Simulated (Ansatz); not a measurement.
Surface energy of faces of fcc Rh in PBE and in r2SCAN, in Ansatz (plane waves, PAW). Symmetric slabs relaxed with PBE from ideal cuts in 1x1 cells (the lowest computed cut and spin start of each face; real faces may reconstruct in larger cells); r2SCAN values are single points on them, with the bulk at the same level. No spin-orbit coupling, no U.

| face | PBE (J/m²) | r2SCAN (J/m²) |
|---|---|---|
| (100) | 2.39 | 2.64 |
| (110) | 2.42 | 2.64 |
| (111) | 2.06 | 2.29 |
| (210) | 2.55 | ? |
| (211) | 2.38 | 2.61 |
| (221) | 2.29 | 2.52 |
| (310) | 2.56 | 2.80 |
| (311) | 2.45 | 2.69 |
| (320) | 2.51 | 2.74 |

Q: Fit a straight line y = a·x + b by least squares to the 8 complete rows (x: PBE (J/m²); y: r2SCAN (J/m²)).

A: the means are x̄ = 2.3825 and ȳ = 2.6162; Σ(x − x̄)² = 0.16635 and Σ(x − x̄)(y − ȳ) = 0.16857, so a = 1.013 and b = ȳ − a·x̄ = 0.202. The largest residual is 0.016.

Q: What does the line predict for the withheld row, (210), and what did the calculation give?

A: the line gives 2.79; the calculation gave 2.79, a miss of 0.00, of the size of the fitted rows' scatter and rounding.

Ansatz is an electronic-structure program.
